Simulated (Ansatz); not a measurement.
Partial pair distribution functions of a relaxed model of amorphous In24O39Y2, broadened by 0.06 Å; density 6.39 g/cm³. Method: PBE, scalar-relativistic without spin-orbit coupling (plane waves to 420 eV, PAW; Ansatz, a quantum-chemistry and plane-wave program).

It comes from a melt-quench run on a machine-learned potential (CHGNet), relaxed afterwards by DFT. O atoms were pushed apart under 1.9 Å during the dynamics, to hinder bonds among them. The hot cell started wider than the set density and was brought back towards it in steps. It is the lowest in DFT energy of 2 quenches. It is a model cell: composition and starting density were chosen by hand, and all elements were melted together. No dispersion term was used. Its density started from a set value of 6.39 and ended at 6.39 g/cm³. Cooling (nominally 330 K/ps over its main leg) ran many orders faster than in experiment, which tends to leave more defects and strain. One small periodic cell is one sample of the glass; other quenches scatter about these values. The volume was held where the preparation left it, at a PBE pressure of 1.6 GPa. Stress components on the final sampling reach 2.6 GPa. Cycles of charging lowered its energy after that relaxation.

```tsv
r (Å)	g In-O	g O-Y	g In-In	g O-O
1.85	0.01	0.00	0.00	0.00
1.95	0.62	0.02	0.00	0.00
2.05	4.31	1.16	0.00	0.00
2.15	8.11	5.85	0.00	0.00
2.25	5.57	4.17	0.00	0.00
2.35	2.05	5.93	0.00	0.00
2.45	0.55	2.74	0.00	0.00
2.55	0.27	0.24	0.00	0.01
2.65	0.20	0.18	0.00	0.33
2.75	0.08	0.82	0.00	1.75
2.85	0.07	0.24	0.00	2.60
2.95	0.10	0.00	0.04	2.66
3.05	0.09	0.00	0.60	2.03
3.15	0.25	0.00	1.52	2.42
3.25	0.21	0.00	2.81	2.47
3.35	0.34	0.20	3.43	2.07
3.45	0.34	0.58	1.89	1.63
3.55	0.39	0.60	1.54	1.25
3.65	0.66	0.65	2.46	0.75
3.75	1.05	0.40	2.50	0.61
3.85	0.95	0.87	1.76	0.51
3.95	1.07	1.30	2.08	0.40
4.05	1.23	1.26	1.40	0.49
4.15	0.95	1.47	0.89	0.52
4.25	1.06	1.81	0.83	0.70
4.35	1.16	1.39	0.51	0.99
4.45	1.13	0.72	0.37	0.83
4.55	1.34	0.44	0.27	0.65
4.65	1.53	0.71	0.41	0.64
4.75	1.48	1.72	0.37	0.46
4.85	1.52	1.28	0.45	0.54
```

Within 2.76 Å each In has 5.54 O neighbours on average.
